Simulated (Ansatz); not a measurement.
Base system: BAs in the zinc blende structure (space group F-43m, No. 216; a = 4.7679 Å). Axes: x, y, z lie along the cube axes.

Now apply this change: biaxial strain −4.42 %, plane normal [111], relaxed out of plane (Cartesian); in-plane vectors clamped, the third vector and the atoms free.

Levels (all Ansatz, an electronic-structure program, PAW): PBEsol (420 eV, without spin-orbit coupling); PBEsol+SOC (420 eV, noncollinear with spin-orbit coupling).

The geometry is relaxed with PBEsol.

* **PBEsol gap character**: indirect, Γ → F
* **PBEsol band gap**: 0.58 eV

With PBEsol+SOC at the same geometry, the gap character remains indirect, Γ → F; the band gap shrinks by 0.06 eV (0.58 eV → 0.52 eV); the hole mass amounts to 0.60 mₑ out of plane, 0.18 mₑ in plane (at Γ).

Single points use the geometry relaxed with PBEsol. The spin-orbit shifts are approximate. Masses are band curvatures over ±0.01 Å⁻¹ around the edge. Whether these cells are dynamically stable was not tested. Labels are those of the standard path for the cell's own space group.
